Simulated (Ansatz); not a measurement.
Cu2ZnSnS4: stress against strain

Cu2ZnSnS4 (I-4, 20.436 Å³/atom and stress up to 0.01 GPa in the relaxed cell, c along z) under a strain ε along c (axis z), the other axes held. PBE in Ansatz, a plane-wave DFT program (PAW, default set), 420 eV, 9×9×9 Γ-centred mesh, Fermi-Dirac smearing 0.05 eV; ions are relaxed, or left where forces stay under 0.02 eV/Å, within the symmetry of each cell. Stress is positive for a compressed cell.

Here s stands for strain and y for stress zz.

```csv
strain (%),stress zz (GPa)
-1.50,1.42
-0.75,0.71
0.00,0.00
0.75,-0.69
1.50,-1.35
3.00,?
```

Taking a straight line for y over the 5 complete rows: Means: s 0, y 0.018. About the means, the sum of products is -5.2050 and the sum of squares of s is 5.6250; the slope is their ratio. Least squares gives y = 0.018 - 0.9253·s. Residuals (row less fit): 0.014, -0.002, -0.018, -0.014, 0.020; standard error 0.019 (degrees of freedom: 3). The slope gives the elastic constant C33 = 92.5 ± 0.8 GPa (± standard error of the fit, which holds the terms cut off).

### Question
Predict the withheld y at s = 3.00 from the fit, and compare with the calculation.

### Answer
y = 0.018 - 0.9253 × 3.00 = -2.758 GPa. The calculation gives -2.65 GPa, 0.108 GPa above the prediction (2.7 % of the range of y in the table). The row lies outside the fitted rows, so this is an extrapolation. From the scatter of the fitted rows alone, a prediction at this place has a standard error of 0.032 GPa, so the miss is 3.4 times that.

A polynomial of degree 2 through the 8 other runs of the series gives -2.65 there, so most of the miss is curvature that the fit leaves out. This level leaves no gap over 0.05 eV at strain 0.00, 0.75, 1.50, 3.00 %. The start is a measured cell from the literature; how it stands against other phases or cation orders wasn't checked. Rows are the converged runs of the series near zero and its far end; series whose fitted rows scatter by over a few per cent of the range, as at a crossing or softening among them, aren't shown in this form, nor equations of state whose B0' disagrees with the runs' pressures. Most that stay on the fit to the last digits aren't either.
